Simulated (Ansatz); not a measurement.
Amorphous Ti$_{10}$Al$_{12}$O$_{38}$, 60 atoms at 3.11 g/cm³, one PBE-relaxed geometry, zone centre. Methods: PBE, scalar-relativistic without spin-orbit coupling (Ansatz, an electronic-structure program); r2SCAN, scalar-relativistic without spin-orbit coupling (Ansatz). Plane waves to 420 eV (r2SCAN 500 eV). At PBE the levels at the filled edge of the gap are localised (band-tail or defect states), and the nearest spread-out levels lie 3.1 eV apart at the zone centre. All rungs ran without spin polarisation.

It comes from a melt-quench run on a machine-learned potential (CHGNet), relaxed afterwards by DFT. O atoms were pushed apart under 1.9 Å during the dynamics, to hinder bonds among them. The hot cell started wider than the set density and was brought back towards it in steps. It is the lowest in DFT energy of 2 quenches. It is a model cell: composition and starting density were chosen by hand, and all elements were melted together. No dispersion term was used. A short ab initio anneal came between quench and relaxation. Its density started from a set value of 3.11 and ended at 3.11 g/cm³. Cooling (nominally 280 K/ps over its main leg) ran many orders faster than in experiment, which tends to leave more defects and strain. Values belong to this one cell and scatter from quench to quench. The volume was held where the preparation left it, at a PBE pressure of 0.1 GPa. Stress components on the final sampling reach 2.6 GPa.

The relaxation ran on the zone centre alone. At PBE the level gap is 1.79 eV on a 2×2×2 Γ-centred mesh, and the spacing at the zone centre alone 1.81 eV.

### Question
What zone-centre spacing does r2SCAN give, roughly?

### Answer
2.12 eV (+0.31 eV against PBE).

The highest filled and the lowest empty state spread over these numbers of atoms (participation numbers): PBE: 2.0 and 7.4; r2SCAN: 1.9 and 7.1.
